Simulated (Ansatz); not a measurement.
Base system: HgS in the zinc blende structure (space group F-43m, No. 216; a = 5.876 Å). Axes: x, y, z lie along the cube axes.

Calculations: plane-wave PAW DFT at the PBEsol level (Ansatz, a program for electronic structure, 420 eV), no SOC, earlier PAW set.

Base values:

| Property | Result |
|---|---|
| Band gap | zero |

Now apply this change: a free-standing slab of 1 layer (2 atoms, 2 a layer) is cut normal to [110], with 15 Å of vacuum and the in-plane cell held at bulk.

Task: Estimate the effect on the band gap.

Result: The band gap becomes 1.97 eV (base: zero).

Task: Predict the new gap character.

Result: The gap character comes out as indirect, U → Γ.

Spin-orbit coupling, missing from the scalar runs, can matter with Hg. Whether these cells are dynamically stable was not tested. All final runs are without spin polarisation. The zero or small gap of HgS can change with the level of theory. Labels are those of the standard path for the cell's own space group.
